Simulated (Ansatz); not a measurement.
```yaml
crystal:
  lattice:
    - [4.78060, 0.00000, 0.00000]
    - [0.00000, 4.78060, 0.00000]
    - [0.00000, 0.00000, 3.19100]
  atoms:
    - { symbol: Sn, position: [0.00000, 0.00000, 0.00000] }
    - { symbol: Sn, position: [0.50000, 0.50000, 0.50000] }
    - { symbol: O, position: [0.30605, 0.30605, 0.00000] }
    - { symbol: O, position: [0.69395, 0.69395, 0.00000] }
    - { symbol: O, position: [0.80605, 0.19395, 0.50000] }
    - { symbol: O, position: [0.19395, 0.80605, 0.50000] }
```

Method: PBE, rigid bands (plane waves, PAW, scalar-relativistic; Ansatz, a program for electronic structure). Condition of this run: uniaxial stress along c of 2 GPa (compression positive) (the target of the relaxation). Cell: cell and atoms relaxed with PBEsol, then loaded as said.

Question: What conductivity effective mass do dilute holes have at 300 K?

Answer: 1.44 (x), 1.44 (y), 2.1 (z) mₑ.

Question: What conductivity effective mass do dilute electrons have at 300 K?

Answer: 0.21 (x), 0.21 (y), 0.184 (z) mₑ.

Question: And the band gap?

Answer: 1.06 eV at this level; semilocal functionals usually fall short of the measured gap.

Rigid bands, one relaxation time for all states, no polarons. Spin-orbit coupling is left out; where it splits the top of the valence band it changes the hole mass and lowers the gap by about a third of the splitting. Geometry: cell and atoms relaxed with PBEsol.
